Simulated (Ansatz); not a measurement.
Base system: TiO$_{2}$ in the anatase structure (space group I4_1/amd, No. 141; a = 3.770 Å, c = 9.552 Å). Axes: x, y, z lie along a, b, c of the conventional cell.

Calculations: DFT with PBEsol, PAW potentials and a 420 eV plane-wave cutoff in Ansatz (a first-principles code), scalar-relativistic without spin-orbit coupling.

Now apply this change: tensor shear ε_xz = +1.00 % (engineering shear γ = 0.0200); the atoms relax in the strained cell.

Q: Predict the stress tensor and what it implies for the stiffness.

A: Stress of the strained cell less that of the base (GPa, compression positive):
```
   0.02    0.00   -0.93
   0.00   -0.10    0.00
  -0.93    0.00    0.00
```

Then −Δσ/γ with γ = 2ε = 0.0200 gives relaxed-ion elastic constants: C55 ≈ 47 GPa.

Stability against distortions was not tested. The final runs are not spin-polarised.
